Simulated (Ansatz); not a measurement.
Results of PBEsol (plane waves, PAW; Ansatz, a quantum-chemistry and plane-wave program) for P (model structure, Fd-3m, No. 227, 2 atoms in the cell).

Run with plane-wave cutoff 520 eV, 18×18×18 k mesh, Fermi–Dirac smearing 0.05 eV, scalar-relativistic PAW data made under PBE.

Cell (relaxed at this level):

P is modelled in the cubic space group Fd-3m, origin choice 1 (No. 227), the diamond structure, Pearson symbol cF8. Conventional cell: a = 5.378 Å, b = 5.378 Å, c = 5.378 Å, α = 90.00°, β = 90.00°, γ = 90.00°. P on 8b sees 4 P at 2.329 Å (tetrahedral). (Neighbours: up to the widest gap in distance over summed covalent radii, below 1.35, at either atom.)
(The calculation used a cell of 2 atoms; values per cell refer to that cell.)

Give the computed bulk modulus.


bulk modulus: 50.1 GPa

The run finds no gap.

Note: the bulk modulus is −V dP/dV from two relaxed cells at ±2 % in volume; the relaxation could raise the start's symmetry but not lower it, so the cell can be a saddle point.

The computed numbers hold no vibrational or temperature effects.

A model structure was made by putting elements into a prototype or built by hand; it is no filed structure, need not be a known phase, and can be a saddle point held by its symmetry.
